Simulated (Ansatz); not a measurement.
The structure below was relaxed with PBE, PAW, 420 eV (Ansatz, a quantum-chemistry and plane-wave program; without spin-orbit coupling), at pressure 22.5 GPa.

Space group Fm-3m (No. 225); a = b = c = 5.192 Å, α = β = γ = 90.00°

| atom | site | symmetry | x | y | z |
|---|---|---|---|---|---|
| Cd | 4a | m-3m | 0.0000 | 0.0000 | 0.0000 |
| F | 8c | -43m | 0.2500 | 0.2500 | 0.2500 |

Problem. Write out a cell with all atoms.

Solution. 
```cif
data_Cd4F8
_chemical_formula_sum 'Cd4 F8'
_space_group_name_H-M_alt 'P 1'
_space_group_IT_number 1
_cell_length_a 5.19183
_cell_length_b 5.19183
_cell_length_c 5.19183
_cell_angle_alpha 90.000
_cell_angle_beta 90.000
_cell_angle_gamma 90.000
loop_
_space_group_symop_operation_xyz
  'x, y, z'
loop_
_atom_site_label
_atom_site_type_symbol
_atom_site_fract_x
_atom_site_fract_y
_atom_site_fract_z
_atom_site_occupancy
Cd1 Cd 0.00000 0.00000 0.00000 1
F1 F 0.25000 0.75000 0.75000 1
F2 F 0.25000 0.25000 0.75000 1
Cd2 Cd 0.00000 0.50000 0.50000 1
F3 F 0.25000 0.25000 0.25000 1
F4 F 0.25000 0.75000 0.25000 1
Cd3 Cd 0.50000 0.00000 0.50000 1
F5 F 0.75000 0.75000 0.25000 1
F6 F 0.75000 0.25000 0.25000 1
Cd4 Cd 0.50000 0.50000 0.00000 1
F7 F 0.75000 0.25000 0.75000 1
F8 F 0.75000 0.75000 0.75000 1
```
This is the conventional cell.

Load acts through the strain it causes; cell and atoms are relaxed under it. Whether these cells are dynamically stable was not tested. No other phases were tried under pressure. The cell was made from CdF₂ in the fluorite structure (space group Fm-3m, No. 225) by this change: pressure 22.5 GPa.
